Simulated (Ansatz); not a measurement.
Base system: CsPbBr3 in the cubic perovskite structure (space group Pm-3m, No. 221).

```
CsPbBr3
1.0
    5.87206     0.00000     0.00000
    0.00000     5.87206     0.00000
    0.00000     0.00000     5.87206
Cs Pb Br
1 1 3
Direct
  0.00000   0.00000   0.00000
  0.50000   0.50000   0.50000
  0.00000   0.50000   0.50000
  0.50000   0.50000   0.00000
  0.50000   0.00000   0.50000
```

Calculations: PBEsol in Ansatz (plane waves to 420 eV, PAW, without spin-orbit coupling), earlier PAW set.

Base values:

The hole mass comes out as 0.13 mₑ (at R) and the electron mass comes out as 0.077, 0.74, 0.74 mₑ (at R). The valley order is R along ⟨111⟩ 1.44 eV; Γ 2.89 eV.

Modification: a hydrostatic pressure of 7 GPa.

Problem. Predict the new hole mass, electron mass and valley order.

Solution. The hole mass becomes 0.033 mₑ (at R) (base: 0.13 mₑ (at R)); the electron mass (degenerate bands, along [100]) changes from 0.077, 0.74, 0.74 mₑ (at R) to 0.028, 0.56, 0.56 mₑ (at R); the valley order (the lowest conduction-band minima on the path, energy above the VBM, named in the base's zone) goes from R along ⟨111⟩ 1.44 eV; Γ 2.89 eV to R along ⟨111⟩ 0.37 eV; Γ 1.66 eV.

With Pb present, leaving out spin-orbit coupling can change the band edges. The levels and masses belong to the bands next to the band gap. Load acts through the strain it causes; cell and atoms are relaxed under it. Masses are band curvatures over ±0.01 Å⁻¹ around the edge. No phonon test of stability was made. No other phases were tried under pressure. Many cubic perovskites are stable only at high temperature; tilts and polar distortions were not tested. This is not the structure that CsPbBr3 has at room temperature and ambient pressure.

Ansatz is a quantum-chemistry and plane-wave program.
